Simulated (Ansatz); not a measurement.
For Pd (model structure, started from the diamond type, Fd-3m, No. 227, 2 atoms in the cell), PBE in Ansatz (PAW) gives:

lattice parameter a: 5.808 Å
cohesive energy: 2.57 eV/atom

### Question
What does r²SCAN in Ansatz (plane waves, PAW) give for the same quantities?

### Answer

- lattice constant a: 5.737 Å (drops by 1.2 %)
- cohesive energy: 2.87 eV/atom (increases by 0.30 eV/atom)

Changes are worked out from the printed values.

Unless a cell is named, each level is at its own relaxed cell (PBE 24.49, r²SCAN 23.60 Å³/atom).

The crystal itself was run without spin with PBE, r²SCAN; a magnetic state was not tried in these runs.

Ansatz's density-functional and Hartree–Fock values are scalar-relativistic unless marked +SOC, with PAW data made under PBE.

A model structure was made by putting elements into a prototype or built by hand; it is no filed structure, need not be a known phase, and can be a saddle point held by its symmetry.

Ansatz is a program for electronic structure.
